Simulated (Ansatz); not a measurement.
A periodic model of amorphous Ga24O39La2:

```xyz
65
Lattice="9.0403 0.0255 -0.1058 0.0255 9.5010 0.2004 -0.1058 0.2004 9.6518" Properties=species:S:1:pos:R:3 pbc="T T T"
Ga     7.2323     6.1518     1.6645
Ga     2.4734     6.8431     4.1293
Ga     4.7877     4.3490     0.0388
Ga     1.1774     8.6643     6.5437
Ga     8.5241     7.2626     4.6588
Ga     8.1062     4.5831     9.2299
Ga     7.3321     4.8182     6.5026
Ga     2.5590     8.6394     1.1296
Ga     1.3275     0.3873     3.4535
Ga     4.9438     0.6328     0.0293
Ga     4.4056     7.6288     8.2179
Ga     5.6452     4.1355     3.7467
Ga     0.1037     1.3513     9.1707
Ga     6.8964     2.4028     1.3781
Ga     7.1614     0.3342     4.4961
Ga     6.6531     1.7449     7.3661
Ga     1.4678     6.6836     8.4344
Ga     3.4263     2.4724     1.9649
Ga     5.6625     7.0724     4.4011
Ga     7.4836     7.9498     8.2163
Ga     4.0635     5.0823     6.3965
Ga     1.7584     5.3181     1.4304
Ga     1.2253     3.5830     7.2151
Ga     8.0326     8.9244     1.6624
O      1.8590     2.1022     3.0083
O      8.9298     5.0834     1.3389
O      7.1226     3.2832     3.0038
O      1.9098     5.3231     3.2841
O      6.5094     0.5709     1.2363
O      5.6871     5.8594     2.9059
O      4.0128     6.4867     5.1158
O      7.1791     6.1218     5.0993
O      8.9802     4.0576     5.7987
O      5.5730     4.2393     5.6658
O      7.1790     3.4669     7.8330
O      0.3412     8.1155     8.1294
O      7.6629     0.5223     8.2679
O      1.0826     4.8661     8.6074
O      2.1263     6.8616     0.5430
O      1.1731     7.0065     5.4254
O      7.3439     7.5928     0.4604
O      4.8602     1.3894     7.8537
O      5.8778     8.0470     7.2768
O      8.4921     0.6424     3.1303
O      3.1699     4.1372     1.0430
O      8.5281     2.6170     0.4602
O      2.7303     7.6489     7.3967
O      3.3193     0.8862     1.0017
O      7.7423     5.9881     7.9343
O      5.6903     8.8627     4.2071
O      1.2653     1.8854     7.8828
O      4.2954     5.6032     8.1953
O      1.9708     0.4054     5.2491
O      2.8425     3.7150     6.2671
O      6.4506     1.6671     5.5158
O      2.3691     8.3809     3.0491
O      4.3852     2.8111     3.5352
O      4.2850     8.3294     0.1729
O      6.5136     4.7942     0.5568
O      8.3429     8.7896     5.7138
O      5.1664     2.6060     0.6108
O      0.7264     9.4145     1.0602
O      8.1678     7.4083     2.8551
La     3.9908     1.6490     5.6324
La     0.2837     3.6102     3.6737
```

Method: PBE, scalar-relativistic without spin-orbit coupling (plane waves to 420 eV, PAW; Ansatz, a program for electronic structure).

A CHGNet melt-quench gave the starting glass, which DFT then relaxed. O atoms were pushed apart under 1.9 Å during the dynamics, to hinder bonds among them. The hot cell started wider than the set density and was brought back towards it in steps. It is the lowest in DFT energy of 2 quenches. It is a model cell: composition and starting density were chosen by hand, and all elements were melted together. No dispersion term was used. Its density started from a set value of 5.16 and ended at 5.16 g/cm³. Cooling (nominally 220 K/ps over its main leg) ran many orders faster than in experiment, which tends to leave more defects and strain. One small periodic cell is one sample of the glass; other quenches scatter about these values. The volume was held where the preparation left it and the shape relaxed, at a PBE pressure of 2.5 GPa. Stress components on the final sampling reach 2.6 GPa.

Cut-offs for bonds: Ga-Ga 2.68 Å, Ga-O 2.32 Å, Ga-La 3.32 Å, O-O 1.58 Å, O-La 3.00 Å, La-La 3.96 Å. Two cations that share two anions don't count as bonded, nor two that share one unless they lie closer than Ga-Ga 2.61 Å, Ga-La 3.23 Å, La-La 3.85 Å.

Q: Give the coordination numbers, mean bond lengths and angles.

A: 
```json
{
  "Mean coordination of Ga by anions": "4.42 (15 with 4, 8 with 5, 1 with 6)",
  "Mean coordination of O": "2.97 (3 with 2, 34 with 3, 2 with 4)",
  "Mean coordination of La by anions": "5.00 (2 with 5)",
  "Mean Ga-O bond": "1.913 Å (spread 0.075 Å, 106 counted)",
  "Mean O-La bond": "2.410 Å (spread 0.111 Å, 10 counted)",
  "Bond angle at Ga": "mean 107.7°, spread 20.9°",
  "Bond angle at O": "mean 116.3°, spread 14.3°",
  "Bond angle at La": "mean 103.9°, spread 23.5°"
}
```

Q: Which atoms depart from the most common coordination of their element?

A: Ga1 has 5 (O41 1.88 Å, O59 1.89 Å, O63 1.97 Å, O30 2.00 Å, O26 2.03 Å); Ga4 has 5 (O53 1.85 Å, O36 1.87 Å, O40 2.00 Å, O60 2.01 Å, O47 2.04 Å); Ga6 has 6 (O49 1.95 Å, O46 2.00 Å, O59 2.00 Å, O35 2.01 Å, O26 2.03 Å, O38 2.17 Å); Ga7 has 5 (O49 1.89 Å, O35 1.90 Å, O32 1.92 Å, O33 1.95 Å, O34 2.03 Å); Ga8 has 5 (O48 1.92 Å, O39 1.92 Å, O56 1.95 Å, O62 1.99 Å, O58 2.00 Å); Ga10 has 5 (O48 1.91 Å, O42 1.91 Å, O58 1.93 Å, O29 1.98 Å, O61 2.07 Å); Ga18 has 5 (O48 1.86 Å, O57 1.87 Å, O25 1.92 Å, O45 1.92 Å, O61 2.21 Å); Ga20 has 5 (O43 1.86 Å, O36 1.92 Å, O41 1.92 Å, O49 2.00 Å, O37 2.10 Å); Ga24 has 5 (O29 1.90 Å, O41 1.92 Å, O63 1.93 Å, O62 1.94 Å, O44 2.12 Å); O26 has 4 (Ga22 1.89 Å, Ga6 2.03 Å, Ga1 2.03 Å, La65 2.69 Å); O43 has 2 (Ga11 1.80 Å, Ga20 1.86 Å); O50 has 2 (Ga19 1.80 Å, Ga15 1.85 Å); O51 has 2 (Ga13 1.81 Å, Ga23 1.82 Å); O61 has 4 (Ga3 1.87 Å, Ga14 1.90 Å, Ga10 2.07 Å, Ga18 2.21 Å).

Q: List the pairs of like atoms that count as bonded by the rules above.

A: There are none by these rules.
